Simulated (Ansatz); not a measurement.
1T (CdI2-type) MnBr2 was calculated with PBEsol (Ansatz, a quantum-chemistry and plane-wave program, PAW).

Numerical settings: plane-wave cutoff 520 eV, 12×12×6 k mesh (along the axes of the cell as run), Fermi–Dirac smearing 0.01 eV, spin-polarised with parallel moments, scalar-relativistic PAW data made under PBE.

Response to compression and expansion:

Shape and atoms are relaxed at each volume.

```tsv
V (Å³/atom)	P (GPa)	direct gap at Γ (eV)	smallest gap on the k mesh (eV)	c (Å)
26.124	0.38	1.700	1.231	6.311
26.669	0.15	1.700	1.258	6.417
27.213	0.00	1.699	1.277	6.528
27.757	-0.09	1.696	1.290	6.645
28.301	-0.13	1.692	1.297	6.772
```

The fundamental gap (1.28 eV at the equilibrium volume, with added k points) lies elsewhere than Γ–Γ.

Note: the magnetic order was assumed, not searched for or taken from measurement; the cell comes from a level without a dispersion term, which matters for the spacing of layers, chains or molecules; the cell has widely spaced layers and the level no dispersion term, so their spacing and the moduli can rest on weak binding.

Spin–orbit coupling is not included.
